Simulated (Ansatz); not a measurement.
For Mg (Fm-3m, No. 225, 1 atoms in the cell; start mp-1056702; another form than the element's usual one), PBEsol in Ansatz (PAW) gives:

equilibrium lattice constant a: 4.493 Å
bulk modulus B0: 36.5 GPa
cohesive energy: 1.70 eV/atom

What does r²SCAN in Ansatz (plane waves, PAW) give for the same quantities?


- lattice constant a: 4.496 Å (increases by 0.1 %)
- bulk modulus: 38.7 GPa (grows by 6.0 %)
- cohesive energy: 1.69 eV/atom (stays essentially unchanged)

Changes are worked out from the printed values.

Unless a cell is named, each level is at its own relaxed cell (PBEsol 22.68, r²SCAN 22.72 Å³/atom).

Caveats: the bulk modulus is −V dP/dV from two relaxed cells at ±2 % in volume (PBEsol, r²SCAN); the relaxation could not lower the start's symmetry, so the cell can be a saddle point above a distorted one (PBEsol, r²SCAN). Ansatz's density-functional and Hartree–Fock values are scalar-relativistic unless marked +SOC, with PAW data made under PBE.

A start named mp-… is a Materials Project structure, which need not be a measured phase.

Ansatz is a quantum-chemistry and plane-wave program.
